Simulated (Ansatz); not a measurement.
An Ansatz (a first-principles code) run: AlCo with a change (isotropic strain +4.98 %); PBE (Ansatz; PAW; 420 eV plane waves; scalar-relativistic without spin-orbit coupling).

Input:

Ansatz 0.2 input:
```yaml
crystal:
  lattice:
    - [2.9948968183, 0, 0]
    - [0, 2.9948968183, 0]
    - [0, 0, 2.9948968183]
  atoms:
    - { symbol: Al, position: [0, 0, 0] }
    - { symbol: Co, position: [0.5, 0.5, 0.5] }
basis: { ecutwfc: 420, ecutrho_ratio: 4, xc_grid: 2, fft_grid_basis: typed }
kpoints: { mp_grid: { grid: [20, 20, 20] } }
hamiltonian:
  xc: pbe
  dispersion: none
  pseudopotentials: { kind: paw }
scf: { occupations: { method: fermi_dirac, width: 0.1 }, convergence: { dr2_threshold: 0.0000000002 } }
relax: { f_tol: 0.005, max_steps: 50 }
output: { forces: true, stress: true }
checkpoint: { write: state.ck, write_every: 1000 }
```

Output (explanatory and most iteration lines left out):

```
Relaxation: its limit of steps is 50 (relax.max_steps)
Pseudopotential: Al, paw, valence charge 3
Pseudopotential: Co, paw, valence charge 17
Crystal: 2 atoms, lattice volume = 26.862 Å³
Basis set: ecut = 420 eV, 515 PW (Γ), exchange–correlation on 48×48×48 points (8 copies of the dense FFT grid, shifted against one another)
Bands: 14, of which v1, the nominal top of the filled ones, is band 10 counted from 1 (9 counted from 0)
Symmetry: 48 space group operations
Space group: Pm-3m (ITA 221), of the structure as read, at distance tolerance 3.0e-5 Å
k-points: 286 of 8000
Functional: x = pbe(κ = 0.804, μ = 0.2195149727645171), c = pbe(β = 0.06672455060314922)
SCF iter   1: F=—  HF=-5664.606698 eV  |F-HF|=—  |Δ(HF+E_count)|=         —  Δρ=2.57e-3  dr2=1.21e-3  ethr=1.77e-3  ⟨swp⟩=4.2  Hψ=18531  notcnv=0
SCF iter   2: F=—  HF=-5664.606766 eV  |F-HF|=—  |Δ(HF+E_count)|=   6.88e-5  Δρ=1.70e-3  dr2=5.62e-4  ethr=6.05e-6  ⟨swp⟩=2.2  Hψ=7985  notcnv=0
SCF 1 converged in 6 iterations: F = -5664.606746 eV  dr2 = 1.24e-10
relax step   1: F+E_penalty+E_count = -5664.60674595 eV  Δ(F+E_penalty+E_count) = +0.000e0 eV  max|allowed force component| = 5.422e-28 eV/Å  Δτ_max = 0.0000 Å  (6 SCF iters, accepted)
SCF converged after 6 iterations
Free energy (F): -5664.606746 eV
Internal energy: -5664.568100 eV  (E = F + TS)
E sigma→0 (E₀):  -5664.587423 eV
Entropy (-TS):   -0.038646 eV (-19.323 meV/atom)
Fermi energy:    12.026311 eV
--- Forces (eV/Å), atoms counted from 1 ---
  atom   1  Al    -0.00000000     0.00000000    -0.00000000
  atom   2  Co     0.00000000     0.00000000    -0.00000000
--- Stress (GPa, compression-positive) ---
      -18.979204      -0.000000      -0.000000
        0.000000     -18.979204       0.000000
        0.000000       0.000000     -18.979204
  P = ⅓ Tr σ = -18.9792 GPa (-189.792 kbar)
--- Relaxed structure (1 steps of the walk, 1 accepted, 0 SCFs on fresh bases) ---
  atoms:
    - { symbol: Al, position: [0.0, 0.0, 0.0] }
    - { symbol: Co, position: [0.49999999999999994, 0.49999999999999994, 0.49999999999999994] }
```

No phonon test of stability was made. The final runs are not spin-polarised. The cell was made from AlCo in the CsCl type structure (space group Pm-3m, No. 221; non-magnetic) by this change: isotropic strain +4.98 %.
